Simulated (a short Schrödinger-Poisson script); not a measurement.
From a short Schrödinger-Poisson script (our own, NumPy): one-band effective-mass equation with BenDaniel-Duke matching, electrons, heavy and light holes apart, hard walls at the outer ends, one valence edge for both holes (no strain splitting), no charge, excitons, band mixing or non-parabolicity; under a field the levels are quasi-bound states of a box, listed while three quarters of their weight lies within 4 nm of the wells.

System: single In0.2Ga0.8N/GaN quantum well.

From the first side: 12 nm GaN; 5 nm In0.2Ga0.8N, built-in field 2500 kV/cm; 12 nm GaN.

The device is made up for the run: typed textbook-type constants, with dimensions and the other settings drawn at random. In0.2Ga0.8N: direct gap (eV) 2.666, conduction-band edge (eV) 0, electron mass (mₑ) 0.174, heavy-hole mass 1.7, light-hole mass 0.3. GaN: direct gap (eV) 3.43, conduction-band edge (eV) 0.535, electron mass (mₑ) 0.2, heavy-hole mass 1.9, light-hole mass 0.33.

The valence-band edge of each layer lies one gap below its conduction-band edge. The electron's potential energy rises along the stack by the applied field and, inside the well alone, by the built-in field (unscreened; none in the barriers). Mesh 0.03 nm at interfaces.

Question: Give the squared e1-hh1 overlap at zero applied field; the e1-hh1 transition at zero applied field (eV); the shift of e1-hh1 at 125 kV/cm (meV).

Answer: squared e1-hh1 overlap at zero applied field: 0.0001; e1-hh1 transition at zero applied field (eV): 1.956; shift of e1-hh1 at 125 kV/cm (meV): -53.0. Excitons, screening of the built-in field, fields in the barriers and alloy fluctuations are left out, and strain enters only through the typed gaps and offsets, so measured lines lie elsewhere.
